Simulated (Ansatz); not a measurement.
For CoSn (P6/mmm, relaxed from the CoSn type) at 300 K, quasi-harmonic lattice dynamics with PBEsol density-functional theory in Ansatz (plane waves, PAW) gives a volume expansion coefficient α_V = 33.91 × 10⁻⁶ K⁻¹, an isothermal bulk modulus B_T = 137.0 GPa, a molar volume V_m = 19.955 cm³/mol and C_V = 48.02 J/(mol K). The cell was generated from a structure type, relaxed within its symmetry, and need not be the phase found at ambient conditions. Spin-orbit coupling is not included.

**Question.** Work out the Grüneisen parameter, C_P and the adiabatic bulk modulus.

**Answer.** γ = α_V B_T V_m / C_V = 1.93. C_P − C_V = α_V² B_T V_m T = 0.94 J/(mol K), so C_P = 48.96 J/(mol K). B_S = B_T C_P/C_V = B_T (1 + α_V γ T) = 139.7 GPa.

The PAW data sets were generated under PBE and serve the other functionals too.

Ansatz is an electronic-structure program.
